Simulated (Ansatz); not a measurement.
**InP: pressure series**

Take InP in the zinc blende structure (space group F-43m, No. 216; a = 5.827 Å) as the base.

Cell and atoms are relaxed at each pressure.

Level of theory: LDA (Ansatz, a program for electronic structure, PAW, spin-orbit coupling left out).

```tsv
change	band gap	electron mass	density	shortest interatomic distance
base	0.58 eV	0.046 mₑ (at Γ)	4.89 g/cm³	252.3 pm
pressure −2 GPa	0.41 eV	0.034 mₑ (at Γ)	4.75 g/cm³	254.9 pm
pressure −1 GPa	0.50 eV	0.040 mₑ (at Γ)	4.82 g/cm³	253.5 pm
pressure 0.9 GPa	0.64 eV	0.051 mₑ (at Γ)	4.95 g/cm³	251.3 pm
pressure 2.1 GPa	0.73 eV	0.056 mₑ (at Γ)	5.03 g/cm³	250.0 pm
pressure 4.5 GPa	0.88 eV	0.067 mₑ (at Γ)	5.17 g/cm³	247.7 pm
pressure 9 GPa	1.11 eV	0.082 mₑ (at Γ)	5.41 g/cm³	244.0 pm
pressure 15 GPa	1.28 eV	2.1 mₑ along k, 0.24 mₑ across (at X)	5.68 g/cm³	240.0 pm
pressure 22.5 GPa	1.17 eV	2.2 mₑ along k, 0.24 mₑ across (at X)	5.98 g/cm³	236.0 pm
pressure 30 GPa	1.07 eV	2.3 mₑ along k, 0.23 mₑ across (at X)	6.24 g/cm³	232.7 pm
```

Load acts through the strain it causes; cell and atoms are relaxed under it. Effective masses come from finite differences of ±0.01 Å⁻¹. Along k means along the line from Γ to the band edge. Whether these cells are dynamically stable was not tested. Measured, InP leaves this structure (for rock salt) near 9.8 GPa (temperature not stated; as listed in Datta, Sujoy, Jana, Debnarayan, arXiv (2020)).
